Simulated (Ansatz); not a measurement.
# Effective masses and thermopower of MgO (Fm-3m)

Input:

```yaml
crystal:
  lattice:
    - [0.00000, 2.10703, 2.10703]
    - [2.10703, 0.00000, 2.10703]
    - [2.10703, 2.10703, 0.00000]
  atoms:
    - { symbol: Mg, position: [0.00000, 0.00000, 0.00000] }
    - { symbol: O, position: [0.50000, 0.50000, 0.50000] }
```

Computed with HSE06, rigid bands (plane waves, PAW, scalar-relativistic; Ansatz, an electronic-structure program). Geometry: cell and atoms relaxed with PBEsol.

```json
{
 "band_gap": "6.47 eV",
 "electron conductivity mass (300 K, dilute)": "0.36 mₑ",
 "hole conductivity mass (300 K, dilute)": "2.1 mₑ",
 "effective density of states N_c (300 K)": "5.4e18 cm⁻³",
 "effective density of states N_v (300 K)": "2.8e20 cm⁻³",
 "density_of_states_mass_electrons": "0.36 mₑ",
 "density_of_states_mass_holes": "4.9 mₑ",
 "Seebeck coefficient, n-type 1e19 cm⁻³, 300 K": "-175 μV/K",
 "best n-type power factor at 300 K for τ = 10 fs (best axis; densities from 1e16 to 1e21 cm⁻³ tried, whether or not they can be reached)": "2.4 μW/(cm·K²) at 3e19 cm⁻³",
 "Seebeck coefficient, p-type 1e19 cm⁻³, 300 K": "498 μV/K"
}
```

Rigid bands; masses and Seebeck coefficients take one relaxation time τ for all states and one kind of carrier; polarons and phonon drag are left out. Spin-orbit coupling is left out. Geometry: cell and atoms relaxed with PBEsol.
